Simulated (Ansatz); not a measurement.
The starting structures come from a database of crystals and need not be the phases stable at ambient conditions.

 Where the default PAW files enter, the runs use the earlier of Ansatz's two default sets.

Inside the gap of an insulator the Bloch states are evanescent, with a wavenumber k + iκ along the transport direction.

Consider the following.

```
TcP3
1.0
    3.11740     0.00000     0.00000
    0.00000     5.13315     0.00000
    0.00000     0.00000    15.36422
Tc P
4 12
Direct
  0.75000   0.64892   0.65029
  0.25000   0.35108   0.34971
  0.25000   0.14892   0.84971
  0.75000   0.85108   0.15029
  0.75000   0.47793   0.79334
  0.25000   0.52207   0.20666
  0.25000   0.97793   0.70666
  0.75000   0.02207   0.29334
  0.75000   0.64657   0.01247
  0.25000   0.35343   0.98753
  0.25000   0.14657   0.48753
  0.75000   0.85343   0.51247
  0.75000   0.67933   0.38161
  0.25000   0.32067   0.61839
  0.25000   0.17933   0.11839
  0.75000   0.82067   0.88161
```

Space group of this cell: Pnma. The cell is taken as given; by r2SCAN its mean pressure is 0.6 GPa.

Transport runs along the normal of the first two printed cell vectors.

The gap is the functional's own. No spin-orbit coupling. Mid-gap values are interpolated on the energy grid.

### Question
State the band gap and the smallest decay constant κ at mid-gap according to r2SCAN run with Ansatz (a quantum-chemistry and plane-wave program).

### Answer
Gap 0.52 eV on a 10×6×2 mesh; κ = 0.096 1/Å, at the zone centre.
